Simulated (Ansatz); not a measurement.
We consider Al2Cu (I4/mcm, No. 140), described by LDA (Ansatz, a program for electronic structure, plane waves, PAW).

Run with plane-wave cutoff 520 eV, 14×14×14 k mesh, Fermi–Dirac smearing 0.05 eV, no spin polarisation, scalar-relativistic PAW data made under PBE.

Equation-of-state points:

```json
[
 {"V (Å³/atom)": "13.476", "E − E_lowest (meV/atom)": "8.69", "P (GPa)": "5.15"},
 {"V (Å³/atom)": "13.757", "E − E_lowest (meV/atom)": "2.09", "P (GPa)": "2.44"},
 {"V (Å³/atom)": "14.038", "E − E_lowest (meV/atom)": "0.00", "P (GPa)": "0.00"},
 {"V (Å³/atom)": "14.318", "E − E_lowest (meV/atom)": "1.95", "P (GPa)": "-2.18"},
 {"V (Å³/atom)": "14.599", "E − E_lowest (meV/atom)": "7.52", "P (GPa)": "-4.14"}
]
```

Estimate the bulk modulus from the pressures at 13.757 and 14.318 Å³/atom, and compare it with a fit to all energies.

B = −V dP/dV. Between V = 13.757 and 14.318 Å³/atom, dP/dV = (-2.18 − (2.44))/(14.318 − 13.757) = -8.24 GPa per Å³/atom; at the midpoint 14.037 Å³/atom this gives B ≈ 116 GPa. The third-order Birch–Murnaghan fit gives V0 = 14.037 Å³/atom, B0 = 115 GPa, B′ = 4.5, which lies within 1 % of that estimate.

Shape and atoms are relaxed at each volume.

Measured, for comparison: equilibrium volume per atom 14.78 Å³/atom (temperature not stated, not corrected to a static lattice, from a published cell, temperature and pressure not stated; as tabulated in James B. Friauf, Journal of the American Chemical Society 49, 3107 (1927)). Computed less measured: equilibrium volume per atom -5.0 %.

Static lattice: no zero-point or thermal effects.

Computing time: about 20 core-minutes (a rough figure).
